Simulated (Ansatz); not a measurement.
Here is the system:

```xyz
3
Lattice="0.0000 3.1628 3.1628 3.1628 0.0000 3.1628 3.1628 3.1628 0.0000" Properties=species:S:1:pos:R:3 pbc="T T T"
Si     0.0000     0.0000     0.0000
Mg     1.5814     1.5814     1.5814
Mg     4.7442     4.7442     4.7442
```

No spin polarisation.

The values are results of DFT with PBEsol, PAW potentials and a 420 eV plane-wave cutoff in Ansatz (a program for electronic structure), scalar-relativistic without spin-orbit coupling, not measurements. k-mesh 9×9×9 (Γ-centred); smearing 0.05 eV (Fermi–Dirac).

Q: Predict the electron mass, gap character, band gap and hole mass.

A: Electron mass: 0.58 mₑ along k, 0.18 mₑ across (at X)
Gap character: indirect, Γ → X
Band gap: 0.12 eV
Hole mass (degenerate bands, along [100]): 0.15, 0.34, 0.34 mₑ (at Γ)

Effective masses come from finite differences of ±0.01 Å⁻¹. Along k means along the line from Γ to the band edge. Whether these cells are dynamically stable was not tested. The cell was made from Mg2Sn by this change: Sn → Si. A zero or small gap of Mg2Si can be the functional's error rather than a property of the material.
